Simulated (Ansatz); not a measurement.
An Ansatz (a program for electronic structure) input (r2SCAN (Ansatz, PAW, no spin-orbit coupling), earlier PAW set):

Ansatz 0.2 input:
```yaml
crystal:
  lattice:
    - [2.8588036596, 0, 0]
    - [-1.4294018298, 2.4757965936, 0]
    - [0, 0, 5.2461475003]
  atoms:
    - { symbol: Nb, position: [0.3333333333, 0.6666666667, 0.75] }
    - { symbol: Nb, position: [0.6666666667, 0.3333333333, 0.25] }
basis: { ecutwfc: 500, ecutrho_ratio: 4, xc_grid: 4, fft_grid_basis: typed }
kpoints: { mp_grid: { grid: [19, 19, 9] } }
hamiltonian:
  xc: r2scan
  dispersion: none
  pseudopotentials: { azcp: { folder: ./paw }, kind: paw }
scf: { occupations: { method: fermi_dirac, width: 0.05 }, convergence: { dr2_threshold: 0.0000000002 } }
output: { forces: true, stress: true }
checkpoint: { write: state.ck, write_every: 1000 }
```

Problem. Which symmetry and how many k-points will the program report, and about how many plane waves at Γ?

Solution. Space group P63/mmc (ITA 194) with 24 operations, k-points 200 of 3249, and 931 plane waves at Γ.

Stability against distortions was not tested. All final runs are without spin polarisation. The cell was made from Zn by this change: Zn → Nb; the result is a model cell, its experimental status unchecked. This is not the structure that Nb has at room temperature and ambient pressure.
